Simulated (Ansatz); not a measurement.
# What pressure 3 GPa does to AlNi

Base system: AlNi in the CsCl type structure (space group Pm-3m, No. 221; a = 2.8927 Å; non-magnetic).

It is then changed as follows: cell and atoms relaxed at a pressure of 3 GPa.

Level of theory: PBE (Ansatz, a first-principles code; PAW; 420 eV plane waves; no spin-orbit coupling), earlier PAW set. k-mesh 16×16×16 (Γ-centred); smearing 0.05 eV (Fermi–Dirac).

```tsv
quantity	base	changed	shift
volume per atom	12.10 Å³	11.88 Å³	-0.22 Å³
density	5.88 g/cm³	5.99 g/cm³	+0.11 g/cm³
lattice parameter a	2.893 Å	2.875 Å	-0.0175 Å
band gap	zero	zero	–
```

Final structure:

```yaml
crystal:
  lattice:
    - [2.87518, 0.00000, 0.00000]
    - [0.00000, 2.87518, 0.00000]
    - [0.00000, 0.00000, 2.87518]
  atoms:
    - { symbol: Al, position: [0.00000, 0.00000, 0.00000] }
    - { symbol: Ni, position: [0.50000, 0.50000, 0.50000] }
```

Load acts through the strain it causes; cell and atoms are relaxed under it. Whether these cells are dynamically stable was not tested. Seeded moments were not kept for the base. All final runs are without spin polarisation.
